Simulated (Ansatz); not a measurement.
**MgO: response to strain**

Base system: MgO in the rock salt structure (space group Fm-3m, No. 225).

```yaml
crystal:
  lattice:
    - [0.00000, 2.10221, 2.10221]
    - [2.10221, 0.00000, 2.10221]
    - [2.10221, 2.10221, 0.00000]
  atoms:
    - { symbol: Mg, position: [0.00000, 0.00000, 0.00000] }
    - { symbol: O, position: [0.50000, 0.50000, 0.50000] }
```

Cartesian axes are those of the cell as printed.

Strains are applied to the cell and any free atomic positions relax.

Computed with r2SCAN (Ansatz, a program for electronic structure), no spin-orbit coupling.

Candidates:
(a) uniaxial strain ε_zz = +1.00 %
(b) uniaxial strain ε_zz = +2.00 %
(c) uniaxial strain ε_zz = +1.50 %
(d) uniaxial strain ε_zz = +3.00 %
(e) uniaxial strain ε_zz = +0.50 %

Base values:

* **Band gap**: 5.68 eV

Problem. Order them by band gap, lowest first.

Solution. (d) uniaxial strain ε_zz = +3.00 % (5.34 eV), (b) uniaxial strain ε_zz = +2.00 % (5.45 eV), (c) uniaxial strain ε_zz = +1.50 % (5.51 eV), (a) uniaxial strain ε_zz = +1.00 % (5.57 eV), (e) uniaxial strain ε_zz = +0.50 % (5.63 eV)

Stability against distortions was not tested.
